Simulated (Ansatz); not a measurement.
**A constructed model of the (100) surface of germanium, from a spin-polarised start, top plane replaced by bridging Se, 1x1 (bottom of the slab: dihydride, held)**

Method: PBE (plane waves to 420 eV, PAW; Ansatz, a first-principles code).

Set-up: 10 atoms, 11.0 Å thick at the start with caps and adatoms (thin: gaps and levels are the slab's own); mesh 7x7x1; 0.025 eV smearing; dipole correction on; 4 atoms held, the rest relaxed; symmetry of the start imposed; spin-polarised, no spin-orbit, no U. The slab shows no gap on its mesh. The starting moment vanished. It is one candidate, not shown to be the stable structure of the face.

```yaml
work_function_of_the_top_face: 5.18 eV
energy_released_by_relaxation: 0.011 eV
cost: about 8 core-minutes (a rough figure)
```
